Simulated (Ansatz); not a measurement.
Consider the following.

```xyz
12
Lattice="3.4814 0.0000 0.0000 0.0000 3.4814 0.0000 0.0000 0.0000 27.3087" Properties=species:S:1:pos:R:3 pbc="T T T"
N      0.8704    -0.8704     6.9703
Sb     2.6111     0.8704     6.5731
N      2.6111    -2.6111     8.6376
Sb     4.3518    -0.8704     9.0394
N      4.3518    -4.3518    12.8193
Sb     6.0925    -2.6111    12.4196
N      6.0925    -6.0925    14.4893
Sb     7.8332    -4.3518    14.8891
N      7.8332    -7.8332    18.6711
Sb     9.5739    -6.0925    18.2693
N      9.5739    -9.5739    20.3384
Sb    11.3146    -7.8332    20.7356
```

No spin polarisation.

Method: PBEsol (Ansatz, a program for electronic structure), without spin-orbit coupling. Γ-centred 10×10×1 mesh, Fermi–Dirac width 0.05 eV. The cell is a slab with vacuum along z.

Problem. Predict the gap character, band gap and layer's space group.

Solution. The gap character comes out as direct at Γ–X (62 % along). The band gap comes out as 0.96 eV and the layer's space group (with vacuum) comes out as P4/nmm (No. 129).

With Sb present, leaving out spin-orbit coupling can change the band edges. Whether these cells are dynamically stable was not tested. The cell was made from SbN in the rock salt structure (space group Fm-3m, No. 225; a hypothetical phase, not in the database extracts checked) by this change: a free-standing slab of 6 layers (12 atoms, 2 a layer) is cut normal to the z axis, with 15 Å of vacuum and the in-plane cell held at bulk.
